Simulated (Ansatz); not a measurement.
# What S → Mo does to CdS

Base system: CdS in the zinc blende structure (space group F-43m, No. 216; a = 5.879 Å).

One thing is altered: every S is replaced by Mo, then cell and atoms are relaxed.

Computed with Kohn–Sham DFT with the r2SCAN functional, run in Ansatz (a quantum-chemistry and plane-wave program) with PAW and 500 eV plane waves, no spin-orbit coupling, earlier PAW set. k-mesh 13×13×13 (Γ-centred); smearing 0.05 eV (Fermi–Dirac), for the changed cell.

* **Density**: 6.43 g/cm³ (base 4.72 g/cm³)
* **Lattice parameter a**: 5.993 Å (base 5.879 Å)
* **Space group**: F-43m (No. 216) (base F-43m (No. 216))
* **Shortest interatomic distance**: 2.595 Å (base 2.546 Å)
* **Band gap**: zero (base 1.54 eV)

No phonon test of stability was made. As relaxed here, CdMo is a hypothetical phase, not in the database extracts checked. The final runs are not spin-polarised. CdMo has a high density of states at the Fermi level and may be magnetic at this level.
